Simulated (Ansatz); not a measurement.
We consider rock-salt NaH, described by PBEsol (Ansatz, a first-principles code, plane waves, PAW).

Settings: plane-wave cutoff 520 eV, 12×12×12 k mesh, Fermi–Dirac smearing 0.01 eV, scalar-relativistic PAW data made under PBE.

Response to compression and expansion:

```csv
V (Å³/atom),P (GPa),direct gap at Γ (eV),smallest gap on the k mesh (eV)
12.929,1.66,15.177,3.704
13.204,1.05,14.918,3.670
13.479,0.50,14.669,3.638
13.754,-0.01,14.428,3.606
14.029,-0.46,14.195,3.576
14.304,-0.88,13.970,3.546
14.579,-1.26,13.752,3.517
```

The fundamental gap (3.61 eV at the equilibrium volume, with added k points) lies elsewhere than Γ–Γ.
